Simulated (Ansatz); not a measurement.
The parent structure is SnSe2 in the CdI2 type structure (space group P-3m1, No. 164; a = 3.8258 Å, c = 6.2309 Å; layered, stacked along the Cartesian z axis). Axes: x lies along a and z along c of the hexagonal cell.

The values are results of r2SCAN+rVV10 (Ansatz, a program for electronic structure; PAW; 500 eV plane waves; no spin-orbit coupling), not measurements.

Strains are applied to the cell and any free atomic positions relax; under biaxial strain the out-of-plane vector relaxes too.

One change was made to it. Results:

```json
[
 {"quantity": "smallest direct gap", "base": "1.49 eV", "after": "1.11 eV"},
 {"quantity": "band gap", "base": "0.94 eV", "after": "0.82 eV"}
]
```

Problem. What was done to the base?
(A) biaxial strain +1.53 %, plane normal [001], relaxed out of plane
(B) biaxial strain +0.13 %, plane normal [001], relaxed out of plane
(C) biaxial strain +1.02 %, plane normal [001], relaxed out of plane

Solution. A, biaxial strain +1.53 %, plane normal [001], relaxed out of plane. For comparison, the band gap in the other runs: biaxial strain +0.13 %, plane normal [001], relaxed out of plane gives 0.93 eV; biaxial strain +1.02 %, plane normal [001], relaxed out of plane gives 0.86 eV.

Whether these cells are dynamically stable was not tested.
